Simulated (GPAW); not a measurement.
Worked example: self-consistent single point of VPt2 (P1, 3 atoms in the cell) in GPAW.

Level of theory: LDA (Perdew-Wang 92), GPAW PAW datasets LDA (gpaw-data 1.0.1) (plane waves; GPAW).

The change in words: lattice scaled by 0.98. Reference geometry:
```
VPt2
1.0
   -1.36111     1.90240     4.18454
    1.36111    -1.90240     4.18454
    1.36111     1.90240    -4.18454
V Pt
1 2
Direct
  0.99544   0.01127   0.01046
  0.67923   0.64593   0.99834
  0.32533   0.34280   0.99120
```

Reference input (self-consistent single point, DFT LDA (Perdew-Wang 92), plane waves, GPAW PAW datasets LDA (gpaw-data 1.0.1)): mode = pw; ecut = 800 eV; xc = LDA; kpts = 5 7 8; mesh shift (steps) = 0 0 0; occupations.name = methfessel-paxton; occupations.width = 0.136 eV; occupations.order = 0; nbands = -11; convergence.density = 1e-05 e/electron; symmetry.symmorphic = false; symmetry.tolerance = 0.0005. This run's input differs from it in these lines:

```diff
@@ -5,8 +5,8 @@
 atoms = Atoms(['V', 'Pt', 'Pt'],
-              cell=[[-1.361110, 1.902395, 4.184535],
-                    [1.361110, -1.902395, 4.184535],
-                    [1.361110, 1.902395, -4.184535]],
-              positions=[[0.035774, -0.010195, -0.015696],
-                         [-0.047580, 0.060175, 5.552137],
-                         [0.011808, -0.049978, 2.832625]],
+              cell=[[-1.333888, 1.864347, 4.100844],
+                    [1.333888, -1.864347, 4.100844],
+                    [1.333888, 1.864347, -4.100844]],
+              positions=[[0.035059, -0.009991, -0.015382],
+                         [-0.046629, 0.058971, 5.441094],
+                         [0.011571, -0.048978, 2.775972]],
               pbc=True)
```

The program printed (abridged):

```
     iter     time        total  log10-change:
                         energy   eigst   dens
iter:   1 --:--:--   -31.039265
iter:   2 --:--:--   -28.867087   -0.93  -1.22
iter:   3 --:--:--   -28.217288   -1.90  -1.38
iter:   4 --:--:--   -27.197653   -1.40  -1.47
iter:   5 --:--:--   -27.022496   -2.60  -1.89
iter:   6 --:--:--   -27.012620   -4.10  -2.15
iter:   7 --:--:--   -26.971981   -2.77  -2.18
iter:   8 --:--:--   -26.970483   -3.63  -2.76
iter:   9 --:--:--   -26.969650c  -5.03  -2.81
iter:  10 --:--:--   -26.968704c  -4.36  -2.85
iter:  11 --:--:--   -26.968944c  -4.83  -3.24
iter:  12 --:--:--   -26.968714c  -5.37  -3.34
iter:  13 --:--:--   -26.969254c  -4.74  -3.17
   [... 5 lines left out ...]
iter:  19 --:--:--   -26.969013c  -5.99  -3.69
iter:  20 --:--:--   -26.969011c  -6.48  -3.88
iter:  21 --:--:--   -26.968999c  -6.31  -4.03
iter:  22 --:--:--   -26.968999c  -7.13  -4.28
iter:  23 --:--:--   -26.968996c  -7.91c -4.47
iter:  24 --:--:--   -26.968995c  -7.98c -4.61
iter:  25 --:--:--   -26.968995c  -8.15c -4.83
iter:  26 --:--:--   -26.968995c  -9.04c -5.09c
Converged after 26 iterations.

Dipole moment: (-0.334251, 0.581962, -0.552289) |e|*Ang

Energy contributions relative to reference atoms: (reference = -1025961.099572)

Kinetic:         -0.706009
Potential:       -2.477852
External:        +0.000000
XC:             -22.692045
Entropy (-ST):   -0.019381
Local:           -1.083398
SIC:             +0.000000
--------------------------
Free energy:    -26.978685
Extrapolated:   -26.968995

Showing only first 2 kpts
 Kpt  Band  Eigenvalues  Occupancy
  0    20     10.92170    2.00000
  0    21     11.43215    2.00000
  0    22     11.73812    2.00000
  0    23     12.55394    0.87953

  1    20     10.72647    2.00000
  1    21     11.30698    2.00000
  1    22     12.62858    0.35360
  1    23     12.71161    0.07327

Fermi level: 12.53937

No gap
No difference between direct/indirect transitions
Energy (eV): -26.968995

Forces in eV/Ang:
  0 V    -0.30294    0.12392    0.11502
  1 Pt    0.45360   -1.19416   -0.61683
  2 Pt   -0.15045    1.07053    0.50198

Stress tensor:
    -0.046301     0.005910     0.002663
     0.005910    -0.057095    -0.017549
     0.002663    -0.017549    -0.029281
Stress (GPa, Voigt): [-7.4183 -9.1477 -4.6913 -2.8117  0.4266  0.9469]
```

The run converged in 26 iterations. GPAW prints stress with tension positive. Against the reference run the free energy goes down by 10.3 meV/atom, the pressure goes from -9.93 to 7.09 GPa and the largest force goes from 1.113 to 1.419 eV/Å.

The starting cell comes from a database of computed structures (which also holds hypothetical and non-ambient phases and stackings), without a prior relaxation at this level. Its atoms were displaced at random from the sites of space group no. 71. For this run, on top of that: lattice scaled by 0.98. Spin polarisation is off. With a pressure of about 7 GPa the cell is away from its equilibrium volume at this level. Forces in this geometry exceed 1 eV/Å.

Cost on one core of a shared machine: roughly 3 min.
